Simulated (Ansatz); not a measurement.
Start from NaI in the rock salt structure (space group Fm-3m, No. 225).

```xyz
2
Lattice="0.0000 3.2640 3.2640 3.2640 0.0000 3.2640 3.2640 3.2640 0.0000" Properties=species:S:1:pos:R:3 pbc="T T T"
Na     0.0000     0.0000     0.0000
I      3.2640     3.2640     3.2640
```

The values are results of DFT with PBE, PAW potentials and a 420 eV plane-wave cutoff in Ansatz (a first-principles code), without spin-orbit coupling, not measurements.

For the base:

The lattice parameter a comes out as 6.528 Å. The electron mass is 0.27 mₑ (at Γ) and the band gap comes out as 3.58 eV.

One thing is altered: cell and atoms relaxed at a pressure of 5 GPa.

Problem. What does the calculation give for the lattice parameter a, electron mass and band gap after the change?

Solution. The lattice parameter a decreases by 0.430 Å, from 6.528 Å to 6.098 Å; the electron mass changes from 0.27 mₑ (at Γ) to 0.25 mₑ (at Γ); the band gap rises by 0.63 eV, from 3.58 eV to 4.21 eV.

Spin-orbit coupling, missing from the scalar runs, can matter with I. Load acts through the strain it causes; cell and atoms are relaxed under it. Masses are band curvatures over ±0.01 Å⁻¹ around the edge. Whether these cells are dynamically stable was not tested. Competing high-pressure phases were not computed.
